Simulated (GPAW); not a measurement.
GPAW is run on CeSi₂Pt (Cmcm, 8 atoms in the cell), and the run fails. The aim is a self-consistent single point with DFT LDA (Perdew-Wang 92), plane waves, GPAW PAW datasets LDA (gpaw-data 1.0.1).

Cell that was meant: a = 8.6674 Å, b = 8.6674 Å, c = 4.2111 Å, α = 90.00°, β = 90.00°, γ = 151.43°.

Part of the input:

```python
calc = GPAW(spinpol=True,
            mode=PW(800),
            xc='LDA',
            occupations={'name': 'methfessel-paxton', 'width': 0.1, 'order': 0},
            nbands=-16,
            symmetry={'symmorphic': False, 'tolerance': 0.0005},
            maxiter=120,
```

Output (repeated stretches shortened):

```
     iter     time        total  log10-change:  magmom
                         energy   eigst   dens
iter:   1 --:--:--  -111.793319                   +1.9904
iter:   2 --:--:--   -66.951567   +0.83  -0.59    +0.6725
iter:   3 --:--:--   -65.047198   -0.08  -1.07    +0.1761
iter:   4 --:--:--   -57.584900   -0.77  -1.10    +0.0278
iter:   5 --:--:--   -58.276212   -0.09  -1.21    -0.0072
   [... 15 lines left out ...]
iter:  21 --:--:--   -52.848873   -2.31  -1.74    +0.3853
iter:  22 --:--:--   -52.787992   -2.55  -1.74    +0.0336
iter:  23 --:--:--   -52.779350   -3.29  -1.83    -0.0430
   [... lines left out ...]

Did not converge!

Here are some tips:

1) Make sure the geometry and spin-state is physically sound.
2) Use less aggressive density mixing.
3) Solve the eigenvalue problem more accurately at each scf-step.
4) Use a smoother distribution function for the occupation numbers.
5) Try adding more empty states.
6) Use enough k-points.
7) Don't let your structure optimization algorithm take too large steps.
8) Solve the Poisson equation more accurately.
9) Better initial guess for the wave functions.

See details here:

    https://gpaw.readthedocs.io/documentation/convergence.html
Traceback (most recent call last):
   [... frames left out ...]
gpaw.KohnShamConvergenceError: Did not converge!  See text output for help.
```

Task: What is wrong, and how is it fixed?

Result: The fault is a single k-point for a small metallic cell. One k-point cannot sample the Fermi surface of a small cell. To fix it, use a converged k-point mesh. The run ended unconverged after 120 iterations.

The sound input it was made from differs as follows (other fixes are possible):
```diff
+            kpts={'size': (4, 4, 4), 'gamma': True},
```

With that input, the run converged in 46 iterations: free energy E − TS (from the program's reference atoms) -60.7586 eV; Fermi level (on the code's own zero) 10.30 eV; pressure -6.31 GPa; largest force (vector length) 0.148 eV/Å; size of the cell's spin moment 0.00 μB (DFT LDA (Perdew-Wang 92), plane waves, GPAW PAW datasets LDA (gpaw-data 1.0.1)).

On the sound input: the starting cell comes from a database of computed structures (which also holds hypothetical and non-ambient phases and stackings), without a prior relaxation at this level. The starting moments vanished: the run ended non-magnetic, which need not be the lowest state. The f electrons are in the valence without U or exact exchange, which can misplace them near the Fermi level. Spin-orbit terms, which matter for f shells, are left out. With a pressure of about -6 GPa the cell is away from its equilibrium volume at this level. Without a gap this mesh is coarse (it stands for a supercell whose shortest vector is 17 Å).
